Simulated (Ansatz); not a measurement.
# LiNbO3: energy against strain

LiNbO3 (R3c, 10.146 Å³/atom and stress up to 0.01 GPa in the relaxed cell, c along z) under an equal strain ε in the (0001) plane with the normal axis free, as in a coherent film. LDA in Ansatz, a plane-wave DFT program (PAW, default set), 420 eV, 8×8×8 Γ-centred mesh, Fermi-Dirac smearing 0.05 eV; ions are relaxed, or left where forces stay under 0.02 eV/Å, within the symmetry of each cell.

Here s stands for strain and y for E less E0.

```csv
strain (%),E less E0 (meV/atom)
-3.00,?
-1.50,3.48
-0.75,0.85
0.00,0.00
0.75,0.82
1.50,3.27
```

Fit y of the 5 rows that show it with a parabola. Least squares gives y = -0.006 - 0.0600·s + 1.5022·s². Residuals (row less fit): 0.016, -0.034, 0.006, 0.026, -0.014; standard error 0.034 (degrees of freedom: 2). The quadratic coefficient over the volume, 1.5022 meV × 10⁴ × 0.1602 / 10.146 Å³, is the biaxial elastic modulus of this plane = 237 ± 3 GPa (± standard error of the fit, which holds the terms cut off).

Problem. Estimate the missing y (s = -3.00); what did the run itself give?

Solution. y = -0.006 - 0.0600 × (-3.00) + 1.5022 × (-3.00)² = 13.694 meV/atom. The calculation gives 14.39 meV/atom, 0.696 meV/atom above the prediction (4.8 % of the range of y in the table). The row lies outside the fitted rows, so this is an extrapolation. From the scatter of the fitted rows alone, a prediction at this place has a standard error of 0.140 meV/atom, so the miss is 5.0 times that.

A polynomial of degree 3 through the 8 other runs of the series gives 14.38 there, so most of the miss is curvature that the fit leaves out. The start is a measured cell from the literature; how it stands against other phases or cation orders wasn't checked. Rows are the converged runs of the series near zero and its far end; series whose fitted rows scatter by over a few per cent of the range, as at a crossing or softening among them, aren't shown in this form, nor equations of state whose B0' disagrees with the runs' pressures. Most that stay on the fit to the last digits aren't either.
